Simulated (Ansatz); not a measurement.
A self-consistent single point of VH2 (I4mm, 3 atoms in the cell) with Ansatz (a program for electronic structure).

Level of theory: PBEsol, default PAW files made with PBE (plane waves; Ansatz).

The change in words: lattice scaled by 0.98; basis.ecutwfc: 420 eV → 840 eV. Reference geometry:
```xyz
3
Lattice="0.0000 2.1039 2.1039 2.1039 0.0000 2.1039 2.1039 2.1039 0.0000" Properties=species:S:1:pos:R:3 pbc="T T T"
V      0.0000     0.0000     0.0500
H      3.1558     3.1558     3.1558
H      1.0519     1.0519     1.0519
```

Reference input (self-consistent single point, DFT, PBEsol, plane waves, default PAW files made with PBE): basis.ecutwfc = 420 eV; kpoints.mp_grid.grid = 13 13 13; hamiltonian.xc = pbesol; hamiltonian.pseudopotentials = {kind: paw} (the program's default PAW files); scf.occupations.method = gaussian; scf.occupations.width = 0.1 eV. This run's input differs from it in these lines:

Ansatz 0.2 input:
```diff
@@ -2,5 +2,5 @@
   lattice:
-    - [0.000000, 2.103873, 2.103873]
-    - [2.103873, 0.000000, 2.103873]
-    - [2.103873, 2.103873, 0.000000]
+    - [0.000000, 2.061796, 2.061796]
+    - [2.061796, 0.000000, 2.061796]
+    - [2.061796, 2.061796, 0.000000]
   atoms:
@@ -10,3 +10,3 @@
 basis:
-  ecutwfc: 420.0
+  ecutwfc: 840.0
 kpoints:
```

Log, with long lists cut:

```
SCF iter   1: F=—  HF=-2917.432793 eV  |F-HF|=—  |Δ(HF+E_count)|=         —  Δρ=1.08e-2  dr2=8.11e-3  ethr=1.77e-3  ⟨swp⟩=4.1  Hψ=11442  notcnv=0
all-band conjugate gradients solve this SCF's bands
preconditioner: auto → none
SCF iter   2: F=—  HF=-2917.431390 eV  |F-HF|=—  |Δ(HF+E_count)|=   1.40e-3  Δρ=6.44e-3  dr2=3.66e-3  ethr=5.41e-5  ⟨swp⟩=1.0  Hψ=3920  notcnv=0
SCF iter   3: F=—  HF=-2917.430487 eV  |F-HF|=—  |Δ(HF+E_count)|=   9.03e-4  Δρ=8.39e-4  dr2=5.90e-5  ethr=2.44e-5  ⟨swp⟩=2.0  Hψ=2723  notcnv=0
SCF iter   4: F=—  HF=-2917.430520 eV  |F-HF|=—  |Δ(HF+E_count)|=   3.27e-5  Δρ=1.42e-4  dr2=1.43e-6  ethr=3.93e-7  ⟨swp⟩=2.0  Hψ=3781  notcnv=0
iter 5 did not close the SCF: its close was put off for the readings that it lacked (scf_convergence_deferred on its scf_iter line)
SCF iter   5: F=-2917.430520 eV  HF=-2917.430520 eV  |F-HF|=1.61e-9  |Δ(HF+E_count)|=   3.34e-7  Δρ=1.89e-5  dr2=2.66e-8  ethr=9.56e-9  ⟨swp⟩=2.6  Hψ=3240  notcnv=0
SCF iter   6: F=-2917.430520 eV  HF=-2917.430520 eV  |F-HF|=4.24e-10  |Δ(HF+E_count)|=   8.59e-9  Δρ=2.22e-6  dr2=4.69e-10  ethr=1.78e-10  ⟨swp⟩=2.8  Hψ=8371  notcnv=0
SCF 1 converged in 6 iterations: F = -2917.430520 eV  dr2 = 4.69e-10
Free energy (F): -2917.430520 eV
Internal energy: -2917.423350 eV  (E = F + TS)
E sigma→0 (E₀):  -2917.426935 eV
Entropy (-TS):   -0.007171 eV (-2.390 meV/atom)
Fermi energy:    14.643666 eV
--- Forces (eV/Å), atoms counted from 1 ---
  atom   1  V      0.00000000     0.00000000    -0.55116406
  atom   2  H      0.00000000     0.00000000     0.27558379
  atom   3  H      0.00000000     0.00000000     0.27558379
--- Stress (GPa, compression-positive) ---
        6.246554       0.000000       0.000000
        0.000000       6.246554       0.000000
        0.000000      -0.000000       5.891809
  P = ⅓ Tr σ = 6.1283 GPa (61.283 kbar)
  The stress holds the Pulay correction. Without it, at fixed plane waves, as pw.x and ABINIT print it: P = 6.1220 GPa
```

The run converged in 6 iterations. Against the reference run the free energy goes down by 2.3 meV/atom, the pressure goes from -5.33 to 6.13 GPa and the largest force goes from 0.477 to 0.551 eV/Å.

The starting cell comes from a database of computed structures (which also holds hypothetical and non-ambient phases and stackings), without a prior relaxation at this level. Its lattice was rescaled by up to half a per cent. One atom was moved a little off its site on purpose. For this run, on top of that: lattice scaled by 0.98. Spin polarisation is off. Ansatz's pressure includes its estimate of the finite-basis (Pulay) stress.
